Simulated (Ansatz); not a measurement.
**Effect of uniaxial strain ε_zz = −0.18 % on ZnS**

Start from ZnS in the zinc blende structure (space group F-43m, No. 216; a = 5.357 Å). Axes: x, y, z lie along the cube axes.

The change: the cell is compressed by 0.18 % along z with no lateral relaxation; the atoms relax in the strained cell.

Computed with PBEsol (Ansatz, a quantum-chemistry and plane-wave program; PAW; 420 eV plane waves; no spin-orbit coupling), earlier PAW set. k-mesh 11×11×11 (Γ-centred); smearing 0.05 eV (Fermi–Dirac).

- Volume per atom = 19.18 Å³ (base 19.22 Å³)
- Space group = I-4m2 (No. 119) (base F-43m (No. 216))
- Shortest interatomic distance = 2.318 Å (base 2.320 Å)
- Energy relative to the base (free energy F) = 0.0 meV/atom
- Pressure (mean of the normal stresses, compression positive) = 1.3 kbar (base -0.1 kbar)
- Band gap = 2.08 eV (base 2.08 eV)
- Gap character = direct at Γ (base direct at Γ)
- Electron mass = 0.17 mₑ (at Γ) (base 0.17 mₑ (at Γ))
- Valence-band top at Γ (three highest levels, from the VBM) = 0.00, -0.01, -0.01 eV (base 0.00, 0.00, 0.00 eV)
- Valley order (the lowest conduction-band minima on the path, energy above the VBM, named in the base's zone) = Γ 2.08 eV; X along [001] 3.16 eV; X along [100] 3.17 eV; L along [1-11] 3.23 eV (base Γ 2.08 eV; X along ⟨100⟩ 3.17 eV; L along ⟨111⟩ 3.23 eV)
- Stress (xx, yy, zz, yz, xz, xy; compression positive) = (0.11, 0.11, 0.18, 0.00, 0.00, 0.00) GPa

Final structure:

```xyz
2
Lattice="0.0000 2.6785 2.6736 2.6785 0.0000 2.6736 2.6785 2.6785 0.0000" Properties=species:S:1:pos:R:3 pbc="T T T"
S      4.0177     4.0177     4.0105
Zn     0.0000     0.0000     0.0000
```

Effective masses come from finite differences of ±0.01 Å⁻¹. Whether these cells are dynamically stable was not tested. Labels are those of the standard path for the cell's own space group.
